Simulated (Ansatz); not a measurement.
Ge2Sb2Te5 (P-3m1, No. 164, 9 atoms in the cell; start mp-1224375) was calculated with LDA in Ansatz (plane waves, PAW).

Numerical settings: plane-wave cutoff 520 eV, 12×12×2 k mesh (along the axes of the cell as run), Fermi–Dirac smearing 0.01 eV, scalar-relativistic PAW data made under PBE.

Cell (relaxed at this level):

Ge2Sb2Te5 is taken in the trigonal space group P-3m1 (No. 164), Pearson symbol hP9. Conventional cell: a = b = 4.1977 Å, c = 16.6495 Å, α = β = 90.00°, γ = 120.00°. Ge on 2d is coordinated by 6 Te at 2.926–2.948 Å (octahedral). Sb on 2c is surrounded by 3 Te at 2.970 Å and 3 Te at 3.135 Å (octahedral). Te1 on 1a is surrounded by 6 Ge at 2.948 Å (octahedral). Te2 on 2d sees 3 Ge at 2.926 Å and 3 Sb at 3.135 Å (octahedral). Te3 on 2d has 3 Sb at 2.970 Å (trigonal pyramidal). (Neighbours: up to the widest gap in distance over summed covalent radii, below 1.35, at either atom.)

Estimate the band gap that the calculation returns.


- band gap: 0.05 eV

Spin–orbit coupling is not included; it can close the smallest gap of 0.05 eV.

Static lattice: no zero-point or thermal effects.

It cost about 120 core-seconds (a rough figure) of CPU time.

A start named mp-… is a Materials Project structure, which need not be a measured phase.

Ansatz is an electronic-structure program.
